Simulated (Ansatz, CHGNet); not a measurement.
**How well does each level of theory give the equilibrium lattice constant a of C11b MoSi₂?**

Reference value: 3.205 Å (measured, temperature not stated, not corrected to a static lattice; as tabulated in Pavlosiuk et al. (2022), arXiv:2202.05362).

```csv
level (code),value (Å)
CHGNet 0.3.0 (CHGNet),(withheld)
LDA (Ansatz),3.174
PBE (Ansatz),3.217
r²SCAN-D4 (Ansatz),3.191
PBE0 (Ansatz),3.189
```

Problem. Fill in the missing entries.

Solution. 
- CHGNet 0.3.0 (CHGNet), value (Å): 3.214

Differences against the reference: CHGNet 0.3.0 +0.28 %, LDA -0.97 %, PBE +0.37 %, r²SCAN-D4 -0.44 %, PBE0 -0.50 %.

The reference's temperature isn't stated, so close values are not ranked against it.

The reference has no zero-point or thermal correction, while the calculations are for a static lattice, so the differences are not the levels' errors alone. A static lattice is as a rule a little smaller than the measured one.  PBE0: the run has no spin polarisation, so it can have missed a magnetic state. Cutoffs and k meshes differ between the levels. Ansatz's density-functional and Hartree–Fock values are scalar-relativistic unless marked +SOC, with PAW data made under PBE.

Machine-learned potentials (CHGNet 0.3.0) are trained on DFT data, which may include these solids.

Differences are worked out from the printed values.

Ansatz is a quantum-chemistry and plane-wave program.
